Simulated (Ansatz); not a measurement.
**What 2 layers does to hypothetical rock salt SbN**

Start from SbN in the rock salt structure (space group Fm-3m, No. 225; a = 4.9824 Å; a hypothetical phase, not in the database extracts checked). Axes: x, y, z lie along the cube axes.

It is then changed as follows: a free-standing slab of 2 layers (4 atoms, 2 a layer) is cut normal to the z axis, with 15 Å of vacuum and the in-plane cell held at bulk.

Method: PBE (Ansatz, a quantum-chemistry and plane-wave program), no SOC. Settings: 9×9×1 k-points, 0.05 eV Fermi–Dirac smearing, for the changed cell.

```csv
quantity,base,changed,shift
layer's space group (with vacuum),–,P4/nmm (No. 129),–
shortest interatomic distance,2.491 Å,2.077 Å,-0.414 Å
band gap,zero,1.09 eV,–
gap character,–,"indirect, k = (0, 1/3, 0) in the run's primitive reciprocal basis → Γ–X (73 % along)",–
```

With Sb present, leaving out spin-orbit coupling can change the band edges. No phonon test of stability was made. All final runs are without spin polarisation. The zero or small gap of SbN can change with the level of theory. k-point labels follow each cell's own Brillouin zone.
